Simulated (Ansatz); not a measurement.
GaSb: isotropic strain −2.08 %

Start from GaSb in the zinc blende structure (space group F-43m, No. 216; a = 6.134 Å).

Now apply this change: every lattice vector is shortened by 2.08 %, atoms relaxed at fixed cell.

All numbers come from r2SCAN (Ansatz, a quantum-chemistry and plane-wave program, PAW, no spin-orbit coupling), earlier PAW set. Settings: 13×13×13 k-points, 0.05 eV Fermi–Dirac smearing.

The volume per atom decreases by 1.76 Å³ to 27.08 Å³ and the space group stays F-43m (No. 216). The shortest interatomic distance falls by 0.055 Å, from 2.656 Å to 2.601 Å and the energy grows by 20 meV/atom. The pressure goes from zero to 3.89 GPa and the band gap increases by 0.422 eV to 0.84 eV. The gap character changes from direct at Γ to indirect, Γ → L and the smallest direct gap grows by 0.49 eV, from 0.41 eV to 0.90 eV. The width of the top valence band rises by 0.30 eV (3.21 eV → 3.51 eV) and the electron mass goes from 0.023 mₑ (at Γ) to 1.7 mₑ along k, 0.091 mₑ across (at L). The hole mass (degenerate bands, along [100]) changes from 0.023, 0.26, 0.26 mₑ (at Γ) to 0.045, 0.24, 0.24 mₑ (at Γ) and the valley order (the lowest conduction-band minima on the path, energy above the VBM, named in the base's zone) goes from Γ 0.41 eV; L along ⟨111⟩ 0.68 eV; a point along ⟨100⟩, about 0.9 Å⁻¹ from Γ 1.10 eV to L along ⟨111⟩ 0.84 eV; Γ 0.90 eV; a point along ⟨100⟩, about 0.9 Å⁻¹ from Γ 1.02 eV.

Final structure:

```
GaSb
1.0
    0.00000     3.00298     3.00298
    3.00298     0.00000     3.00298
    3.00298     3.00298     0.00000
Sb Ga
1 1
Cartesian
  4.50447   4.50447   4.50447
  0.00000   0.00000   0.00000
```

With Sb present, leaving out spin-orbit coupling can change the band edges. Effective masses come from finite differences of ±0.01 Å⁻¹. Along k means along the line from Γ to the band edge. Whether these cells are dynamically stable was not tested.
